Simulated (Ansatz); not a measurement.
**BeTe: response to strain**

Consider BeTe in the zinc blende structure (space group F-43m, No. 216; a = 5.6046 Å). Axes: x, y, z lie along the cube axes.

Strains are applied to the cell and any free atomic positions relax; under stress the whole cell relaxes.

Level of theory: PBEsol (Ansatz, a first-principles code; PAW; 420 eV plane waves; no spin-orbit coupling), earlier PAW set.

Notes on the quantities. energy relative to the base: free energy F.

| case | band gap | energy relative to the base | shortest interatomic distance | gap character | smallest direct gap |
|---|---|---|---|---|---|
| base | 1.84 eV | 0 meV/atom | 2.427 Å | indirect, Γ → X | 3.61 eV |
| isotropic strain −1.33 % | 1.73 eV | +6.9 meV/atom | 2.395 Å | indirect, Γ → X | 3.57 eV |
| isotropic strain +2.63 % | ? | ? | 2.491 Å | indirect, Γ → X | 3.28 eV |
| uniaxial stress, 2 GPa tension along z | 1.73 eV | ? | 2.437 Å | indirect, Γ → X | 3.54 eV |
| tensor shear ε_yz = −1.97 % | 1.58 eV | +5.4 meV/atom | ? | indirect, Γ → X | 3.23 eV |
| uniaxial stress, 8 GPa compression along x | 0.42 eV | +97 meV/atom | 2.409 Å | indirect, Γ → Γ–M (94 % along) | 2.88 eV |

Problem. What belongs in the blanks?

Solution. 
- isotropic strain +2.63 %, band gap: 2.02 eV
- isotropic strain +2.63 %, energy relative to the base: +24 meV/atom
- uniaxial stress, 2 GPa tension along z, energy relative to the base: +3.4 meV/atom
- tensor shear ε_yz = −1.97 %, shortest interatomic distance: 2.412 Å

With Te present, leaving out spin-orbit coupling can change the band edges. Stability under load was not tested beyond the relaxation. k-point labels follow each cell's own Brillouin zone.
